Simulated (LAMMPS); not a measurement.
LAMMPS 22 Jul 2025, classical MD, Born-Mayer-Huggins in the Tosi-Fumi form: NaCl, 110592 atoms.

```text
units metal
atom_style charge
read_data unit.data
replicate 24 24 24
pair_style born/coul/long 10.0
pair_coeff 1 1 0.2637 0.317 2.340 1.048553 -0.49935
pair_coeff 1 2 0.21096 0.317 2.755 6.99055303 -8.6757
pair_coeff 2 2 0.158221 0.317 3.170 72.40215 -145.427161
kspace_style pppm 0.0001
velocity all create 1800 4928 dist gaussian loop geom
fix 1 all nve
fix 2 all langevin 900 900 0.08 9876 zero yes
timestep 0.002
thermo 100
run 300
reset_timestep 0
write_restart start.rst
```

```text
read_restart start.rst
pair_style born/coul/long 10.0
pair_coeff 1 1 0.2637 0.317 2.340 1.048553 -0.49935
pair_coeff 1 2 0.21096 0.317 2.755 6.99055303 -8.6757
pair_coeff 2 2 0.158221 0.317 3.170 72.40215 -145.427161
kspace_style pppm 0.0001
neighbor 2.0 bin
neigh_modify every 1 delay 0 check yes
fix 1 all nve
timestep 0.002
thermo_style custom step temp pe etotal press
thermo_modify format float %.10g
thermo 100
group probe id 1:48
dump probe probe custom 1000000 forces.txt id fx fy fz
dump_modify probe sort id format float %.8g
run 200
```

```bash
# ahead of the timed run: OMP_NUM_THREADS=1 mpirun -np 48 lmp -in in.warm -log none -nocite
OMP_NUM_THREADS=8 mpirun -np 4 lmp -sf omp -pk omp 8 -in in.lmp -log log.lammps -nocite
```

It runs on a single node (Arm Neoverse V2, 96 cores on 1 socket, no SMT, 1 L3 cache group).

On 4 ranks × 8 threads this takes 5.3 s. Wall times, medians of two to five repeats, each run alone on the node (launch to exit). Unless noted, each process is bound to its own block of adjacent cores. The build: PyPI wheel: MPICH, OPENMP and OPT packages; another build can shift the numbers. Scratch files lie in a memory file system. A preparatory run goes ahead and isn't timed.

Problem. Speed this job up; the result has to stay within 1.0 meV/atom in energy, 10 meV/Å in forces on 48 atoms, 0.20 meV an atom in drift of the total energy. Keep to 32 cores.

Solution. This is not unique; one that fits is going from 4 ranks × 8 threads, suffix = omp to 32 ranks, suffix = none (plain styles) (default), the fastest of the measured ones that keep the result.

```diff
-OMP_NUM_THREADS=8 mpirun -np 4 lmp -sf omp -pk omp 8 -in in.lmp -log log.lammps -nocite
+OMP_NUM_THREADS=1 mpirun -np 32 lmp -in in.lmp -log log.lammps -nocite
```

Time: 5.3 s to 2.8 s (1.9× as fast). The largest move is in long-range solver (Kspace): 2.9 s to 0.78 s. As resolved by the program: grid of ranks 1 by 2 by 2 against 2 by 4 by 4. These two results differ by: energy 0.0024 meV/atom, forces on 48 atoms 0.0017 meV/Å, drift of the total energy under 0.001 meV an atom. Others tried: 32 ranks, suffix = omp (3.1 s); 16 ranks × 2 threads, suffix = omp (3.6 s); 8 ranks × 4 threads, suffix = omp (4.1 s); 1 rank × 32 threads, suffix = omp (11 s).
